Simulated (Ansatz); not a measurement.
The starting structures come from a database of crystals and need not be the phases stable at ambient conditions.

 Where the default PAW files enter, the runs use the earlier of Ansatz's two default sets.

# Evanescent states of AgNO₃ (R3m, not sure to be the ambient phase, 5 atoms a cell, 12.8 Å³ an atom, -4 GPa at this level) along the normal of (110)

Computed with r2SCAN (plane waves, PAW; Ansatz, a quantum-chemistry and plane-wave program).

No gap correction and no spin-orbit coupling; mid-gap values are interpolated between computed energies.

Energies count from the valence-band top; κ is the least over a 8×6 mesh across the current.

```json
[
 {"E (eV)": "0.06", "κ (1/Å)": "0.139", "where": "off Γ"},
 {"E (eV)": "0.17", "κ (1/Å)": "0.225", "where": "off Γ"},
 {"E (eV)": "0.28", "κ (1/Å)": "0.275", "where": "off Γ"},
 {"E (eV)": "0.39", "κ (1/Å)": "0.311", "where": "off Γ"},
 {"E (eV)": "0.49", "κ (1/Å)": "0.338", "where": "off Γ"},
 {"E (eV)": "0.60", "κ (1/Å)": "(withheld)", "where": "off Γ"},
 {"E (eV)": "0.71", "κ (1/Å)": "(withheld)", "where": "off Γ"},
 {"E (eV)": "0.82", "κ (1/Å)": "(withheld)", "where": "off Γ"},
 {"E (eV)": "0.94", "κ (1/Å)": "(withheld)", "where": "off Γ"},
 {"E (eV)": "1.04", "κ (1/Å)": "(withheld)", "where": "off Γ"},
 {"E (eV)": "1.16", "κ (1/Å)": "(withheld)", "where": "off Γ"},
 {"E (eV)": "1.26", "κ (1/Å)": "(withheld)", "where": "off Γ"},
 {"E (eV)": "1.38", "κ (1/Å)": "(withheld)", "where": "off Γ"},
 {"E (eV)": "1.49", "κ (1/Å)": "(withheld)", "where": "off Γ"},
 {"E (eV)": "1.59", "κ (1/Å)": "(withheld)", "where": "off Γ"},
 {"E (eV)": "1.71", "κ (1/Å)": "0.265", "where": "off Γ"},
 {"E (eV)": "1.81", "κ (1/Å)": "0.235", "where": "off Γ"},
 {"E (eV)": "1.93", "κ (1/Å)": "0.196", "where": "off Γ"},
 {"E (eV)": "2.04", "κ (1/Å)": "0.143", "where": "off Γ"},
 {"E (eV)": "2.15", "κ (1/Å)": "0.033", "where": "off Γ"}
]
```

**Question.** Some entries are withheld; supply them.

**Answer.** 
- 0.60, κ (1/Å): 0.360
- 0.71, κ (1/Å): 0.377
- 0.82, κ (1/Å): 0.375
- 0.94, κ (1/Å): 0.370
- 1.04, κ (1/Å): 0.363
- 1.16, κ (1/Å): 0.354
- 1.26, κ (1/Å): 0.342
- 1.38, κ (1/Å): 0.327
- 1.49, κ (1/Å): 0.310
- 1.59, κ (1/Å): 0.290
